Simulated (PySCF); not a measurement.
PySCF 2.14.0, B3LYP/def2-tzvp, df: Zr(OH)3 ([OH][Zr+]([OH])[OH]), charge +1, multiplicity 1, 7 atoms. The geometry is a generated start, not checked to be a minimum at this level.

```yaml
task: energy
method: b3lyp
basis: def2-tzvp
two_electron_scheme: density fitting
mol.max_memory: 3000 MB
mf.max_cycle: 100
mf.conv_tol: 1e-09 (default)
mf.grids.level: 3 (default)
effective_core_potentials: those of the basis set, past Kr
basis_functions: 151
grid_points: 94064
```

```xyz
7

Zr    -0.0242    -0.0646     0.0511
O      1.6965    -0.2339    -0.5412
H      2.5585    -0.2130    -0.9820
O     -0.5999    -0.8170     1.6197
H     -0.9392    -1.1643     2.4556
O     -1.1380     0.9636    -0.9709
H     -1.5537     1.5292    -1.6324
```

Charge 1 and multiplicity 1 are set for this test and not shown to be the ground state.

With the defaults (mf.DIIS = CDIIS, mf.diis = true, mf.damp = 0, mf.diis_start_cycle = 1, mf.level_shift = 0, mf.diis_damp = 0, mf.diis_space = 8, mf.init_guess = minao) it converges in 12 Fock builds. One run each on 2 threads, 1 BLAS thread, with these changes:
- mf.diis_damp = 0.3
- mf.diis = false
- mf.DIIS = ADIIS
- mf.diis_space = 20
- mf.DIIS = EDIIS
- mf.level_shift = 0.1 Hartree
- mf.damp = 0.3, mf.diis_start_cycle = 4
- mf.diis_space = 5
- mf.init_guess = huckel

Problem. Which of these changes keep the SCF from converging, or lead it to another solution?

Solution. No convergence: mf.DIIS = EDIIS; mf.diis = false (the run ends without SCF convergence in 100 cycles). The rest reach the solution of the defaults.

```json
[
 {"setting": "mf.diis_damp = 0.3", "Fock builds": "11", "end": "same solution"},
 {"setting": "the defaults", "Fock builds": "12", "end": "same solution"},
 {"setting": "mf.level_shift = 0.1 Hartree", "Fock builds": "12", "end": "same solution"},
 {"setting": "mf.diis_space = 5", "Fock builds": "12", "end": "same solution"},
 {"setting": "mf.diis_space = 20", "Fock builds": "12", "end": "same solution"},
 {"setting": "mf.init_guess = huckel", "Fock builds": "14", "end": "same solution"},
 {"setting": "mf.damp = 0.3, mf.diis_start_cycle = 4", "Fock builds": "15", "end": "same solution"},
 {"setting": "mf.DIIS = ADIIS", "Fock builds": "21", "end": "same solution"},
 {"setting": "mf.DIIS = EDIIS", "Fock builds": "101", "end": "no convergence"},
 {"setting": "mf.diis = false", "Fock builds": "101", "end": "no convergence"}
]
```
